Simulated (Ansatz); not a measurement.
**SiO2, pressure series**

Base system: SiO₂ in the rutile structure (space group P4_2/mnm, No. 136).

```
SiO2
1.0
    4.23588     0.00000     0.00000
    0.00000     4.23588     0.00000
    0.00000     0.00000     2.68991
Si O
2 4
Direct
  0.50000   0.50000   0.50000
  0.00000   0.00000   0.00000
  0.80699   0.80699   0.50000
  0.30699   0.69301   0.00000
  0.69301   0.30699   0.00000
  0.19301   0.19301   0.50000
```

Cell and atoms are relaxed at each pressure.

Level of theory: PBE (Ansatz, a program for electronic structure; PAW; 420 eV plane waves; no spin-orbit coupling), earlier PAW set.

Candidates:
(a) pressure 15 GPa
(b) pressure 7 GPa
(c) pressure −2 GPa
(d) pressure 75 GPa
(e) pressure 3 GPa

Base values:

```
Property    Value
--------  -------
Band gap  5.05 eV
```

Question: Order them by band gap, highest first.

Answer: (d) pressure 75 GPa (6.98 eV), (a) pressure 15 GPa (5.82 eV), (b) pressure 7 GPa (5.42 eV), (e) pressure 3 GPa (5.21 eV), (c) pressure −2 GPa (4.94 eV)

Load acts through the strain it causes; cell and atoms are relaxed under it. No phonon test of stability was made. No other phases were tried under pressure.
